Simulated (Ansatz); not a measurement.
Consider Mg₂Ge in the anti-fluorite structure (space group Fm-3m, No. 225; a = 6.3640 Å).

The values are results of plane-wave PAW DFT at the PBEsol level (Ansatz, an electronic-structure program, 420 eV), without spin-orbit coupling, earlier PAW set, not measurements.

Base values:

| Property | Value |
|---|---|
| Volume per atom | 21.48 Å³ |

Modification: a hydrostatic pressure of 0.3 GPa.

**Question.** How does this affect the volume per atom?

**Answer.** The volume per atom decreases by 0.12 Å³ to 21.36 Å³.

Load acts through the strain it causes; cell and atoms are relaxed under it. Stability against distortions was not tested.
